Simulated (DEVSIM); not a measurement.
Device: Schottky contact on n-type ZnO, at 500 K.

Layer 1 from the left is ZnO, thickness (μm) 1.80, Nd (cm⁻³) 2.6e17, τn (s) 1.8e-9, τp (s) 1.8e-9.

Left contact: Schottky, work function 5.66 eV, emission velocity 9.4e6 cm/s. Right contact: ohmic. Voltage is applied to the left contact. Recombination: SRH at mid-gap, Auger. Mobility is constant in doping.

This is a model device: material constants are rounded textbook-type values typed into the input, and sizes, dopings and lifetimes were drawn at random. Values at 300 K; Nc and Nv go as T^1.5, mobilities as T to minus their exponent, the gap by Varshni's rule with the affinity fixed.

ZnO: gap (eV) 3.37, affinity (eV) 4.5, permittivity 8.7, Nc (cm⁻³) 3.7e18, Nv (cm⁻³) 1.8e19, μn (cm²/Vs) 200, μp (cm²/Vs) 20, T exponent of μn 1.5, T exponent of μp 1.5, Cn (cm⁶/s) 1e-31, Cp (cm⁶/s) 1e-31, Varshni α (eV/K) 0.00055, Varshni β (K) 900.

Model (solved in DEVSIM): 1D drift-diffusion, Boltzmann statistics, complete ionisation; no tunnelling, impact ionisation, image-force lowering or self-heating. Metal contacts follow the ideal Schottky-Mott rule: no Fermi-level pinning, no interface dipoles.

Dark forward current:

| |V| (V) | |J| (A/cm²) |
|---|---|
| 0.05 | 4.015e-5 |
| 0.10 | 0.0001670 |
| 0.15 | 0.0005684 |
| 0.20 | 0.001837 |
| 0.25 | 0.005846 |
| 0.30 | 0.01849 |
| 0.35 | 0.05836 |
| 0.40 | 0.1838 |
| 0.45 | 0.5773 |
| 0.50 | 1.807 |
| 0.55 | 5.626 |
| 0.60 | 17.29 |
| 0.65 | 51.62 |
| 0.70 | 144.0 |
| 0.75 | 352.9 |
| 0.80 | 725.5 |
| 0.85 | 1259 |
| 0.90 | 1917 |
| 0.95 | 2665 |

Work out the local ideality factor n = ΔV / (kT/q · ln(J2/J1)) between the rows 0.20 and 0.25 V, 0.90 and 0.95 V.

kT/q = 43.09 mV. From 0.20 to 0.25 V: ln(0.005846/0.001837) = 1.158, n = 1.00, near the 1 of diffusion or emission over a barrier. From 0.90 to 0.95 V: ln(2665/1917) = 0.329, n = 3.52; the layers' resistance at their doping, Σ W/(qμN) = 4.6e-5 Ω cm², would take 35 mV of this step of 50 mV.

Estimate the current at 0.40 V for emission alone, J0 = q v N_band exp(−φB/kT), and read the barrier back from the simulated current.

φB = 1.160 eV, N_band = 7.96e18 cm⁻³, J0 = 2.44e-5 A/cm²; J = J0 (exp(qV/kT) − 1) = 0.262 A/cm². The simulation gives 0.184 A/cm²; the estimate lies 43 % above. Read backwards, the simulated current gives an apparent barrier of 1.175 eV. The estimate leaves out transport through the depletion region and minority injection.
